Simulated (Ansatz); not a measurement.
The starting structures come from a database of crystals and need not be the phases stable at ambient conditions.

The decay constant κ of evanescent states in the gap governs leakage through a thin film.

Here is the system:

```
ReSe2
1.0
    6.59577    -0.00467    -0.00640
    1.73798     6.39237    -0.06855
    3.23989    -1.05367     5.79224
Re Se
4 8
Direct
  0.93588   0.49189   0.31642
  0.06412   0.50811   0.68358
  0.51351   0.49674   0.29045
  0.48649   0.50326   0.70955
  0.75459   0.19922   0.38123
  0.24541   0.80078   0.61877
  0.28321   0.23280   0.33496
  0.71679   0.76720   0.66504
  0.77334   0.72777   0.10851
  0.22666   0.27223   0.89149
  0.24359   0.70074   0.13721
  0.75641   0.29926   0.86279
```

Space group of this cell: P-1. The cell was relaxed by PBE-D3(BJ); by r2SCAN its mean pressure is 1.2 GPa.

Transport runs along the normal of the first two printed cell vectors.

The gap is the functional's own. No spin-orbit coupling. Mid-gap values are interpolated on the energy grid.

Problem. Give the band gap and the smallest decay constant κ at mid-gap that r2SCAN (Ansatz, a first-principles code) yields.

Solution. Gap 1.10 eV on a 6×6×6 mesh; κ = 0.186 1/Å, at (0.000, 0.500) of the in-plane reciprocal vectors. At the zone centre, at the nearest computed energy, the slowest state has κ = 0.22 1/Å.
